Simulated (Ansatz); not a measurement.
The structure below was relaxed with PBE/PAW in Ansatz (a quantum-chemistry and plane-wave program), no SOC.

```
GaOs
1.0
    0.00000     2.80752     2.80752
    2.80752     0.00000     2.80752
    2.80752     2.80752     0.00000
Os Ga
1 1
Direct
  0.75000   0.75000   0.75000
  0.00000   0.00000   0.00000
```

Q: Find the space group and the Wyckoff positions.

A: Space group F-43m (No. 216); a = b = c = 5.6150 Å, α = β = γ = 90.00°

```csv
atom,site,symmetry,x,y,z
Os,4c,-43m,0.2500,0.2500,0.2500
Ga,4a,-43m,0.0000,0.0000,0.0000
```

Whether these cells are dynamically stable was not tested. The final runs are not spin-polarised. An odd electron count without spin: GaOs. The cell was made from GaAs by this change: As → Os; the result is a hypothetical phase, not in the database extracts checked. GaOs has a high density of states at the Fermi level and may be magnetic at this level.
